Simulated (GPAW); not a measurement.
**Short convergence ladders for CoSi2 (I4mm, 3 atoms in the cell)**

```
CELL_PARAMETERS angstrom
      0.00000     2.67196     2.67196
      2.67196     0.00000     2.67196
      2.67196     2.67196     0.00000
ATOMIC_POSITIONS crystal
  Co 0.00936 0.00936 0.99064
  Si 0.25000 0.25000 0.25000
  Si 0.75000 0.75000 0.75000
```

Base method: PBEsol, GPAW PAW datasets PBEsol (made by gpaw-setup) (plane waves; GPAW).

Base settings: mode = pw; ecut = 800 eV; xc = PBEsol; kpts = 5 5 5; mesh shift (steps) = 0 0 0; occupations.name = fermi-dirac; occupations.width = 0.1 eV; nbands = -9; convergence.density = 1e-05 e/electron; convergence.energy = 1e-05 eV/electron.

The count of work is k-points × plane waves × bands × iterations; it is no time. Core times come from one kind of shared machine, to one figure; runs under 30 s give none.

**Shifted k-point meshes**

In this ladder: kpts_shift = 0.5 0.5 0.5.

Only quantities that move along the ladder and can be compared are tabulated.

| kpts | free energy less the last step's (meV/atom) | pressure (GPa) | largest difference of a force vector from the last step's (eV/Å) | count of work / last | core time / last (rough) |
|---|---|---|---|---|---|
| 2 2 2 | -92.73 | -2.66 | 0.012 | 0.0081 | – |
| 4 4 4 | -1.78 | -1.56 | 0.008 | 0.052 | – |
| 6 6 6 | 1.07 | -1.59 | 0.002 | 0.16 | 0.4 |
| 8 8 8 | 0.48 | -1.65 | 0.002 | 0.39 | 0.7 |
| 10 10 10 | 0.06 | -1.68 | 0.001 | 0.69 | 1.0 |
| 11 11 11 | 0.00 | -1.67 | 0.000 | 1.0 | 1 |

Coarsest kpts that holds the free energy within 2 meV/atom of the last step, with all finer ones: 4 4 4, at 0.052 of the last step's count of work; the step before is off by 93 meV/atom.

Coarsest kpts that holds the pressure within 0.05 GPa of the last step, with all finer ones: 8 8 8, at 0.39 of the last step's count of work; the step before is off by 0.08 GPa.

Coarsest kpts that holds the forces within 0.01 eV/Å of the last step, with all finer ones: 4 4 4, at 0.052 of the last step's count of work; the step before is off by 0.012 eV/Å.

**The k-point mesh at a smearing width of 0.3 eV**

In this ladder: occupations.width = 0.3 eV.

Only quantities that move along the ladder and can be compared are tabulated.

```tsv
kpts	free energy less the last step's (meV/atom)	pressure (GPa)	count of work / last	core time / last (rough)
4 4 4	3.89	-1.01	0.050	–
6 6 6	0.55	-0.66	0.12	0.1
12 12 12	-0.02	-0.74	0.67	0.8
14 14 14	0.00	-0.73	1.0	1
```

Coarsest kpts that holds the free energy within 0.5 meV/atom of the last step, with all finer ones: 12 12 12; the step before is off by 0.55 meV/atom.

Coarsest kpts that holds the pressure within 0.1 GPa of the last step, with all finer ones: 6 6 6, at 0.12 of the last step's count of work and about 0.1 of the last step's time; the step before is off by 0.28 GPa.

**The setting conv density**

Moved along: convergence.energy, convergence.eigenstates.

The mesh stays at the base's, so the ladder's end is converged at best in this setting alone.

Only quantities that move along the ladder and can be compared are tabulated.

| convergence.density | pressure (GPa) | largest difference of a force vector from the last step's (eV/Å) |
|---|---|---|
| 0.01 e/electron | -1.57 | 0.167 |
| 0.001 e/electron | -1.34 | 0.015 |
| 0.0001 e/electron | -1.38 | 0.001 |
| 1e-05 e/electron | -1.38 | 0.000 |
| 1e-06 e/electron | -1.38 | 0.000 |
| 1e-07 e/electron | -1.38 | 0.000 |

Coarsest convergence.density that holds the pressure within 0.1 GPa of the last step, with all finer ones: 0.001 e/electron; the step before is off by 0.19 GPa.

Coarsest convergence.density that holds the forces within 0.01 eV/Å of the last step, with all finer ones: 0.0001 e/electron; the step before is off by 0.015 eV/Å.

On the base run: the starting cell has typed, rounded lattice constants, without a prior relaxation at this level. Its lattice was rescaled by up to half a per cent. One atom was moved a little off its site on purpose. Spin polarisation is off. Without a gap this mesh is coarse (it stands for a supercell whose shortest vector is 19 Å).
